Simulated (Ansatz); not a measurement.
# Ru under a change: isotropic strain −0.73 %

Take Ru in the hcp (Mg type) structure (space group P6_3/mmc, No. 194; a = 2.7046 Å, c = 4.2601 Å) as the base.

The change: every lattice vector is shortened by 0.73 %; the atoms relax in the strained cell.

All numbers come from r2SCAN (Ansatz, an electronic-structure program; PAW; 500 eV plane waves; no spin-orbit coupling). k-mesh 20×20×11 (Γ-centred); smearing 0.05 eV (Fermi–Dirac).

Volume per atom: 13.20 Å³ (base 13.49 Å³)
Space group: P6_3/mmc (No. 194) (base P6_3/mmc (No. 194))
Shortest interatomic distance: 2.622 Å (base 2.641 Å)
Energy relative to the base (free energy F): +7.0 meV/atom
Pressure (mean of the normal stresses, compression positive): 7.8 GPa (base 0.0 GPa)
Band gap: zero (base zero)

Final structure:

```yaml
crystal:
  lattice:
    - [2.68482, 0.00000, 0.00000]
    - [-1.34241, 2.32512, 0.00000]
    - [0.00000, 0.00000, 4.22899]
  atoms:
    - { symbol: Ru, position: [0.33333, 0.66667, 0.75000] }
    - { symbol: Ru, position: [0.66667, 0.33333, 0.25000] }
```

Whether these cells are dynamically stable was not tested. All final runs are without spin polarisation.
